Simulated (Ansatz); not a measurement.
## Hypothetical diamond Ru, pressure series

The reference is Ru in the diamond structure (space group Fd-3m, No. 227; a hypothetical phase, not in the database extracts checked).

```cif
data_Ru2
_chemical_formula_sum 'Ru2'
_space_group_name_H-M_alt 'P 1'
_space_group_IT_number 1
_cell_length_a 3.81182
_cell_length_b 3.81182
_cell_length_c 3.81182
_cell_angle_alpha 60.000
_cell_angle_beta 60.000
_cell_angle_gamma 60.000
loop_
_space_group_symop_operation_xyz
  'x, y, z'
loop_
_atom_site_label
_atom_site_type_symbol
_atom_site_fract_x
_atom_site_fract_y
_atom_site_fract_z
_atom_site_occupancy
Ru1 Ru 0.75000 0.75000 0.75000 1
Ru2 Ru 0.50000 0.50000 0.50000 1
```

Cell and atoms are relaxed at each pressure.

All numbers come from plane-wave PAW DFT at the PBEsol level (Ansatz, a first-principles code, 420 eV), no spin-orbit coupling.

```json
[
 {"P (GPa)": "-2.00", "V (Å³/atom)": "19.803"},
 {"P (GPa)": "-1.01", "V (Å³/atom)": "19.691"},
 {"P (GPa)": "0.30", "V (Å³/atom)": "19.549"},
 {"P (GPa)": "0.70", "V (Å³/atom)": "19.507"},
 {"P (GPa)": "1.50", "V (Å³/atom)": "19.424"},
 {"P (GPa)": "2.99", "V (Å³/atom)": "19.274"},
 {"P (GPa)": "4.99", "V (Å³/atom)": "19.084"},
 {"P (GPa)": "7.50", "V (Å³/atom)": "18.858"},
 {"P (GPa)": "10.00", "V (Å³/atom)": "18.647"}
]
```

A third-order Birch–Murnaghan fit to these points gives V₀ = 19.58 Å³/atom, B₀ = 183 GPa and B₀′ = 4.6. At pressure 10 GPa the volume is 95.2 % of V₀.

Load acts through the strain it causes; cell and atoms are relaxed under it. Whether these cells are dynamically stable was not tested. Competing high-pressure phases were not computed. All final runs are without spin polarisation.
